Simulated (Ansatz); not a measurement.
Take TaAs in the CsCl type structure (space group Pm-3m, No. 221; a = 3.178 Å; a hypothetical phase, not in the database extracts checked; relaxed with 0.1 eV smearing) as the base. Axes: x, y, z lie along the cube axes.

The values are results of Kohn–Sham DFT with the PBEsol functional, run in Ansatz (a quantum-chemistry and plane-wave program) with PAW and 420 eV plane waves, no spin-orbit coupling, not measurements.

One thing is altered: tensor shear ε_xy = −2.51 % (engineering shear γ = -0.0502), atoms relaxed at fixed cell.

Predict the stress tensor and what it implies for the stiffness.

Stress of the strained cell less that of the base (GPa, compression positive):
```
    0.5     6.4     0.0
    6.4     0.5     0.0
    0.0     0.0     0.7
```

Then −Δσ/γ with γ = 2ε = -0.0502 gives secant stiffness values (nonlinear terms included at this strain): C66 ≈ 127 GPa.

As a check, the harmonic strain energy −½ V₀ Δσ:ε is 16 meV/atom; the computed energy rise is 16 meV/atom.

No phonon test of stability was made. All final runs are without spin polarisation.
